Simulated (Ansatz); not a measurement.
The reference is C (space group Im-3m, No. 229; a = 4.362 Å; a hypothetical phase, not in the database extracts checked). Axes: x, y, z lie along the cube axes.

Modification: uniaxial stress, 2 GPa compression along z; all other stress components relax to zero.

Levels (all Ansatz, a first-principles code, PAW): PBEsol (420 eV, no spin-orbit coupling); HSE06 (420 eV, without spin-orbit coupling).

The geometry is relaxed with PBEsol.

| Property | Value |
|---|---|
| PBEsol lowest conduction level above the VBM at special points | Z 4.16 eV; Z₀ 4.16 eV; M 4.16 eV; Γ 4.88 eV |

With HSE06 at the same geometry, the lowest conduction level above the VBM at special points goes from Z 4.16 eV; Z₀ 4.16 eV; M 4.16 eV; Γ 4.88 eV to Z 5.49 eV; Z₀ 5.49 eV; M 5.49 eV; Γ 6.25 eV.

Single points use the geometry relaxed with PBEsol. HSE06 was sampled on its mesh, a few special points and the semilocal edge points, so its gap is an upper bound. The levels and masses belong to the bands next to the band gap. Load acts through the strain it causes; cell and atoms are relaxed under it. Stability under load was not tested beyond the relaxation. Labels are those of the standard path for the cell's own space group.
